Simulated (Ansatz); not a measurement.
**Defect calculation: C vacancy + 2 H in diamond**

Computed with PBE, PAW (plane waves to 420 eV; Ansatz, a quantum-chemistry and plane-wave program). The supercell holds 64 host sites (2×2×2 repeats of the unit cell), with a 2×2×2 shifted k-point sampling for the final energies. Sites at the start: the C site; 2 H on the vacancy's neighbours. Energies of charged states are corrected for periodic images (point charge plus alignment at distant sites). Dielectric constants: PBE linear response of the host. Host gap at this level: 4.13 eV. A cell of this size leaves errors of a few tenths of an eV. PBE underestimates the host's gap, which shifts levels and can delocalise carriers. Spin–orbit coupling is left out. Each state is the lowest found from its start.

Formation energies E_f are given with the Fermi level at the valence-band maximum. Chemical conditions: impurity bounded by its compound with the host (Δμ(C) = 0.14 eV, Δμ(H) = -0.35 eV, bounded by CH4 molecule; only phases computed here count, gases as isolated molecules at 0 K). Reference phases: C: graphite, H: H2 molecule in a box.

```json
[
 {"charge": "+1", "moment (μB)": "1.0", "point group": "C2v", "largest move off a lattice site (Å)": "0.21", "image correction with alignment (eV)": "0.10", "E_f, impurity bounded by its compound with the host (eV)": "5.52"},
 {"charge": "0†", "moment (μB)": "not spin-polarised", "point group": "–", "largest move off a lattice site (Å)": "0.16", "image correction with alignment (eV)": "0.00", "E_f, impurity bounded by its compound with the host (eV)": "5.73"},
 {"charge": "−1†", "moment (μB)": "quenched", "point group": "–", "largest move off a lattice site (Å)": "0.15", "image correction with alignment (eV)": "0.61", "E_f, impurity bounded by its compound with the host (eV)": "–"},
 {"charge": "−2", "moment (μB)": "not spin-polarised", "point group": "C2", "largest move off a lattice site (Å)": "0.12", "image correction with alignment (eV)": "2.00", "E_f, impurity bounded by its compound with the host (eV)": "10.82"}
]
```

† Not settled in this cell, so no level is given: charge 0: no spin-polarised start tried; charge −1: a level filled in part.

Point groups are those of the whole cell at tolerances of 0.03 and 0.1 Å ("near" where only the looser one holds); none is given for unsettled states.

Starting moments that weren't kept: charge −1 began with 1 μB and ended with 0.0.
